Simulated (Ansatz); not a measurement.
Base system: ZnSnAs$_{2}$ in the chalcopyrite structure (space group I-42d, No. 122).

```
ZnSnAs2
1.0
   -2.91974     2.91974     5.86873
    2.91974    -2.91974     5.86873
    2.91974     2.91974    -5.86873
Sn As Zn
2 4 2
Cartesian
  0.00000   0.00000   5.86873
  2.91974   0.00000   2.93437
  1.30926   1.45987   1.46718
 -1.45987   1.61049   4.40155
  1.61049   1.45987   7.33591
  4.37961   1.30926  -1.46718
  0.00000   0.00000   0.00000
  0.00000   2.91974   2.93437
```

Cartesian axes are those of the cell as printed.

Level of theory: Kohn–Sham DFT with the PBEsol functional, run in Ansatz (an electronic-structure program) with PAW and 420 eV plane waves, no SOC.

Strains are applied to the cell and any free atomic positions relax; under biaxial strain the out-of-plane vector relaxes too.

One change was made to it. Results:

| quantity | base | after |
|---|---|---|
| energy relative to the base (free energy F) | 0 meV/atom | +0.8 meV/atom |
| pressure (mean of the normal stresses, compression positive) | 0.0 GPa | 0.5 GPa |
| volume per atom | 25.02 Å³ | 24.83 Å³ |
| band gap | zero | zero |

### Question
Which change produced these results?
(A) biaxial strain −1.50 %, plane normal [001], relaxed out of plane
(B) biaxial strain −0.75 %, plane normal [001], relaxed out of plane
(C) biaxial strain −3.00 %, plane normal [001], relaxed out of plane

### Answer
B, biaxial strain −0.75 %, plane normal [001], relaxed out of plane. For comparison, the energy relative to the base in the other runs: biaxial strain −3.00 %, plane normal [001], relaxed out of plane gives +13 meV/atom; biaxial strain −1.50 %, plane normal [001], relaxed out of plane gives +3.2 meV/atom.

The mesh was chosen for an insulator and is coarse for the gapless case. Whether these cells are dynamically stable was not tested. All final runs are without spin polarisation. The zero or small gap of ZnSnAs2 can change with the level of theory.
